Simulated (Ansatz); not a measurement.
Levels about the gap of amorphous Si₂₄O₄₈Ni (73 atoms in a cell of 1082 Å³, 2.30 g/cm³; zone centre alone, so wide bands show as single levels with stretches between that a denser mesh fills), at the geometry that PBE relaxed, where it gives -0.1 GPa on a denser mesh. The participation number counts the atoms over which a state spreads; weights are charges in smoothed Voronoi cells. The levels come from a single point, so bond lengths are those of that geometry. Method of the levels: PBE, scalar-relativistic without spin-orbit coupling (Ansatz, a first-principles code). Sampling: the zone centre alone; Fermi-Dirac width 0.01 eV; collinear spin, started from moments on atoms; no Hubbard U, moments started parallel, and no other order was tried (at the end a net moment of 0.0 μB, with unpaired spins of both signs, a broken-symmetry state; no other order was tried). In the spin-polarised cell the level spacing at the Fermi energy can part levels of unlike spin. At PBE the levels at both edges of the gap are localised (band-tail or defect states), and the nearest spread-out levels lie 5.3 eV apart at the zone centre.

Preparation: random packing, a CHGNet melt and quench, and a DFT relaxation. O atoms were pushed apart under 1.9 Å during the dynamics, to hinder bonds among them. The hot cell started wider than the set density and was brought back towards it in steps. It is the lowest in DFT energy of 2 quenches. It is a model cell: composition and starting density were chosen by hand, and all elements were melted together. No dispersion term was used. Its density started from a set value of 2.27 and ended at 2.30 g/cm³. The quench (nominally 400 K/ps over its main leg) was far faster than any real one, so the model tends to hold more defects than a real film. Values belong to this one cell and scatter from quench to quench. The volume was free in the relaxation, at fixed shape. Stress components on the final sampling reach 2.4 GPa.

| E - E(highest filled), eV | filling | spin | participation number | largest on | weight Ni | weight O | weight Si |
|---|---|---|---|---|---|---|---|
| -0.77 | filled | dn | 1.8 | Ni, 4 neighbours | 0.74 | 0.16 | 0.10 |
| -0.65 | filled | up | 1.4 | Ni, 4 neighbours | 0.83 | 0.15 | 0.02 |
| -0.65 | filled | dn | 3.0 | Si, 3 neighbours | 0.06 | 0.36 | 0.58 |
| -0.51 | filled | up | 1.6 | Ni, 4 neighbours | 0.78 | 0.20 | 0.02 |
| -0.39 | filled | dn | 1.3 | Ni, 4 neighbours | 0.88 | 0.11 | 0.02 |
| -0.18 | filled | dn | 1.3 | Ni, 4 neighbours | 0.88 | 0.10 | 0.02 |
| 0.00 | filled | dn | 1.4 | Ni, 4 neighbours | 0.83 | 0.15 | 0.02 |
| 0.90 | empty | dn | 1.5 | Ni, 4 neighbours | 0.82 | 0.16 | 0.02 |
| 1.17 | empty | up | 3.5 | Si, 3 neighbours | 0.00 | 0.42 | 0.58 |
| 2.24 | empty | dn | 53.8 | Ni, 4 neighbours | 0.05 | 0.64 | 0.31 |
| 2.32 | empty | up | 44.0 | Si, 3 neighbours | 0.05 | 0.60 | 0.36 |
| 3.28 | empty | up | 19.6 | Ni, 4 neighbours | 0.12 | 0.52 | 0.36 |
| 3.33 | empty | dn | 19.5 | Ni, 4 neighbours | 0.13 | 0.51 | 0.36 |
| 3.57 | empty | dn | 30.2 | Ni, 4 neighbours | 0.08 | 0.55 | 0.36 |

Most localised among these is the filled level at -0.18 eV, on a Ni atom, which has 4 neighbours (O 1.77 Å, O 1.99 Å, O 2.07 Å, Si 2.39 Å).
